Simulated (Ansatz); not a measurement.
Ag (Fm-3m), Ansatz (an electronic-structure program) with PBEsol, DFPT electron-phonon coupling, linearised Boltzmann equation: Condition of this run: hydrostatic pressure 5 GPa (the target of the relaxation). phonon-limited resistivity 1.43 μΩ·cm at 300 K, 1.94 μΩ·cm at 400 K, current-weighted mean free path 59 nm, Drude plasma energy 9.35 eV.

Question: What temperature coefficient of resistance follows, and how does it compare with 1/T?

Answer: (ρ₄₀₀ − ρ₃₀₀)/(100 K × ρ₃₀₀) = 3.57×10⁻³ K⁻¹, against 1/T = 3.33×10⁻³ K⁻¹ for a resistivity proportional to T. It lies higher because phonons are still being populated at 300 K; impurities would add a constant and lower it.

Question: What is the classical skin depth at 1 GHz (nonmagnetic, μ₀ = 1.257×10⁻⁶ H/m)?

Answer: δ = √(ρ/(π f μ₀)) = 1900 nm.

Question: What Drude relaxation time do resistivity and plasma energy imply?

Answer: ω_p = 1.42e16 s⁻¹, so τ = 1/(ε₀ ω_p² ρ) = 39.1 fs, a damping ħ/τ of 16.8 meV.

A metal at this level (no band gap). Only scattering by harmonic phonons is included (no impurities, grain boundaries, electron-electron scattering or thermal expansion). Spin-orbit coupling is left out. Halving the electron mesh (36x36x36) moves the resistivity by up to 1 % at 300 K, the mean free path by up to 3 %. Smearing 0.20 eV; phonons on a 6x6x6 q mesh, which this run doesn't test.
